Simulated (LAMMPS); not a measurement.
One fault surface with several potentials: a slab of Ni (fcc) cut on the (110) plane, one half shifted rigidly along [001] and [1-10] of the cubic cell, atoms relaxed along the normal alone.

Models:
- EAM-type CuNi.eam.alloy: classical force field (static), pair style eam/alloy, file CuNi.eam.alloy (LAMMPS); Onat and Durukanoglu, J Phys Cond Matt, 26, 035404 (2014)
- EAM-type Ni.adp: classical force field (static), pair style adp, file Ni.adp (LAMMPS); Mishin et al, Acta Mater, 53, 4029 (2005)
- EAM-type NiAlH_jea.eam.alloy: classical force field (static), pair style eam/alloy, file NiAlH_jea.eam.alloy (LAMMPS); Moody and Baskes, Modell Sim Mater Sci Eng, 3, 289-307 (1995)
- EAM-type smf7: classical force field (static), pair style eam, the elements' _smf7.eam files (smf7) (LAMMPS); Foiles, Phys Rev B 32, 7685 (1985)
- EAM-type universal-3 set of Foiles, Baskes and Daw: classical force field (static), pair style eam, the elements' _u3.eam files (universal-3 set of Foiles, Baskes and Daw) (LAMMPS); Foiles et al, Phys Rev B, 33, 7983 (1986)
- MEAM MoCoNiVFeAlCr_2nn.meam: classical force field (static), pair style meam, file MoCoNiVFeAlCr_2nn.meam (LAMMPS); Wang, J., Kwon, H., Kim, H.S. et al. A neural network model for high entropy alloy design. npj Comput Mater 9, 60 (2023).
- SNAP Ni_Zuo_JPCA2020.quadratic.snap: machine-learned potential (static), pair style snap, file Ni_Zuo_JPCA2020.quadratic.snap (LAMMPS); Y. Zuo, C. Chen, X, Li, Z. Deng, Y. Chen, J. Behler, G. Csányi, A. V. Shapeev, A. P. Thompson, M. A. Wood, S. P. Ong, "Performance and Cost Assessment of Machine Learning Interatomic Potentials" J. Phys. Chem. A 124, 4, 731-745 (2020)
- SNAP Ni_Zuo_JPCA2020.snap: machine-learned potential (static), pair style snap, file Ni_Zuo_JPCA2020.snap (LAMMPS); Y. Zuo, C. Chen, X, Li, Z. Deng, Y. Chen, J. Behler, G. Csányi, A. V. Shapeev, A. P. Thompson, M. A. Wood, S. P. Ong, "Performance and Cost Assessment of Machine Learning Interatomic Potentials" J. Phys. Chem. A 124, 4, 731-745 (2020)

```json
[
 {"potential": "EAM-type CuNi.eam.alloy", "largest along the first shift": "1880 mJ/m²", "largest on the surface": "2570 mJ/m²"},
 {"potential": "EAM-type Ni.adp", "largest along the first shift": "2100 mJ/m²", "largest on the surface": "2660 mJ/m²"},
 {"potential": "EAM-type NiAlH_jea.eam.alloy", "largest along the first shift": "2190 mJ/m²", "largest on the surface": "2620 mJ/m²"},
 {"potential": "EAM-type smf7", "largest along the first shift": "2360 mJ/m²", "largest on the surface": "2870 mJ/m²"},
 {"potential": "EAM-type universal-3 set of Foiles, Baskes and Daw", "largest along the first shift": "2100 mJ/m²", "largest on the surface": "2570 mJ/m²"},
 {"potential": "MEAM MoCoNiVFeAlCr_2nn.meam", "largest along the first shift": "2120 mJ/m²", "largest on the surface": "2790 mJ/m²"},
 {"potential": "SNAP Ni_Zuo_JPCA2020.quadratic.snap", "largest along the first shift": "2090 mJ/m²", "largest on the surface": "2630 mJ/m²"},
 {"potential": "SNAP Ni_Zuo_JPCA2020.snap", "largest along the first shift": "2030 mJ/m²", "largest on the surface": "2710 mJ/m²"}
]
```
